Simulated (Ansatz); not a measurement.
System: BeAlNS (model structure, started from the AlSiCN type, P3m1, No. 156, 4 atoms in the cell). Method: HSE06 (PAW; Ansatz, a program for electronic structure).

From the output:

```
WARN output.stress: scf.exx.energy_threshold = 1e-6 eV is looser than the 4e-8 eV advised for a stress under a hybrid functional (1e-8 eV for each atom of the …
Crystal: 4 atoms, lattice volume = 48.447 Å³
Basis set: ecut = 460 eV, 1099 PW (Γ), exchange–correlation on 48×48×80 points (8 copies of the dense FFT grid, shifted against one another)
Bands: 12, of which v1, the nominal top of the filled ones, is band 8 counted from 1 (7 counted from 0)
Symmetry: 6 space group operations
Space group: P3m1 (ITA 156), of the structure as read, at distance tolerance 3.6e-5 Å
k-points: 62 of 486 (time reversal used)
SCF iter   1: F=—  HF=-1920.897705 eV  |F-HF|=—  |Δ(HF+E_count)|=         —  Δρ=2.06e-3  dr2=3.10e-3
SCF iter   2: F=—  HF=-1920.896958 eV  |F-HF|=—  |Δ(HF+E_count)|=   7.48e-4  Δρ=1.68e-3  dr2=1.36e-3
  ...
Crystal: 4 atoms, lattice volume = 48.447 Å³
Initial density: handed on by an earlier stage of this run
Crystal: 4 atoms, lattice volume = 48.447 Å³
SCF iter   3: F=—  HF=-1922.130547 eV  |F-HF|=—  |Δ(HF+E_count)|=   3.94e-8  Δρ=2.50e-6  dr2=2.80e-9
SCF iter   4: F=-1922.130547 eV  HF=-1922.130547 eV  |F-HF|=4.80e-11  |Δ(HF+E_count)|=  6.99e-10  Δρ=4.11e-7  dr2=1.15e-10
SCF 3 converged in 4 iterations: F = -1922.130547 eV  dr2 = 1.15e-10
Free energy (F): -1922.130547 eV
Internal energy: -1922.130547 eV  (E = F + TS)
E sigma→0 (E₀):  -1922.130547 eV
Fermi energy:    8.212091 eV
--- Forces (eV/Å), atoms counted from 1 ---
  atom   1  Al    -0.00000000     0.00000000     0.01910734
  atom   2  Be     0.00000000    -0.00000000    -0.05197508
  atom   3  S      0.00000000    -0.00000000     0.01765189
  atom   4  N     -0.00000000     0.00000000     0.01518562
--- Stress (GPa, compression-positive) ---
       -0.200291      -0.000000      -0.000000
       -0.000000      -0.200291      -0.000000
       -0.000000      -0.000000      -0.066642
  P = ⅓ Tr σ = -0.1557 GPa (-1.557 kbar)
```

Q: Write an input file that could have produced this run (the log leaves some choices open).

A: Several could match; the one computed here: 
Ansatz 0.2 input:
```yaml
crystal:
  lattice:
    - [3.2346064148, 0.0, 0.0]
    - [-1.6173032074, 2.8012513265, 0.0]
    - [0.0, 0.0, 5.3467826501]
  atoms:
    - { symbol: Al, position: [0.3333333333, 0.6666666667, 0.5527265916] }
    - { symbol: Be, position: [0.6666666667, 0.3333333333, 0.9507461421] }
    - { symbol: S, position: [0.3333333333, 0.6666666667, 0.112208314] }
    - { symbol: N, position: [0.6666666667, 0.3333333333, 0.6343089522] }
basis:
  ecutwfc: 460
  ecutrho_ratio: 4
  xc_grid: 2
kpoints:
  mp_grid: { grid: [9, 9, 6] }
hamiltonian:
  xc: hse06
  dispersion: none
  pseudopotentials: { kind: paw }
scf:
  occupations: { method: fermi_dirac, width: 0.01 }
  convergence: { dr2_threshold: 0.0000000004 }
output:
  forces: true
  stress: true
  eigenvalues: true
```

The PAW data were made under PBE.

Note: the relaxation could raise the start's symmetry but not lower it, so the cell can be a saddle point. Note: cell and atoms aren't relaxed at this level (largest force component 0.05 eV/Å).

The result took very roughly 4 core-minutes.

A model structure was made by putting elements into a prototype or built by hand; it is no filed structure, need not be a known phase, and can be a saddle point held by its symmetry.
